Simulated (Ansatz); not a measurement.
Cost and result by functional for the adsorption energy of CO on the 1x1 (110) surface of bcc W, one in a 2x2 cell, started at the site 'hollow W-W-W', in Ansatz (plane waves, PAW). Single points on the PBE structure, on one kind of machine; costs are rough ratios of the slab run's core time (references not counted) to the cheapest single point. r2SCAN's cost holds its higher cutoff (500 against 420 eV). Differences are taken against r2SCAN for comparison alone: no measured value is at hand, so the table doesn't rank accuracy.

Model: 18-atom slab, 6.6 Å thick at the start under the adsorbate (thin: gaps and levels are the slab's own), 6x6x1 mesh, Fermi-Dirac 0.1 eV, dipole correction, 8 atoms held, the rest relaxed; start symmetry kept, larger cells not searched; no spin, no spin-orbit, no U, no dispersion correction. At the end it is bonded to 3 W. In PBE it is, or lies within 0.03 eV of, the lowest of the starts that converged. These notes are the PBE run's. Adsorption energies are against CO(g). A negative adsorption energy means that the adsorbate is more stable on the surface than in its reference.

| functional | relative cost | adsorption energy (eV) | less r2SCAN (eV) |
|---|---|---|---|
| RPBE | 1 | -1.57 | 0.43 |
| r2SCAN | 2 | -2.00 | 0.00 |
| PBE (the relaxed run's value) | – | -1.87 | 0.13 |

The values span 0.43 eV, while the single points' costs differ by a factor of roughly 2. Differences are of unrounded values.

Ansatz is a first-principles code.
